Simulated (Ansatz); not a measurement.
The starting structures come from a database of crystals and need not be the phases stable at ambient conditions.

Data:

```xyz
4
Lattice="4.5902 0.0000 0.0000 0.0000 7.4378 0.0000 2.2951 0.0000 3.9752" Properties=species:S:1:pos:R:3 pbc="T T T"
Mg     2.2951     0.0298     1.3251
Mg     4.5902     3.7487     2.6502
Te     2.2951     4.6560     1.3251
Te     4.5902     0.9371     2.6502
```

Space group of this cell: P6_3mc, wurtzite. The cell is taken as given; by PBEsol its mean pressure is -0.6 GPa.

Transport runs along the normal of the first two printed cell vectors, the (100) plane of the conventional cell.

The gap is the functional's own. No spin-orbit coupling. Mid-gap values are interpolated on the energy grid.

### Question
Compute, with Ansatz (an electronic-structure program) with PBEsol, the band gap and the smallest decay constant κ at mid-gap.

### Answer
Gap 2.30 eV on a 8×4×8 mesh; κ = 0.159 1/Å, at the zone centre.
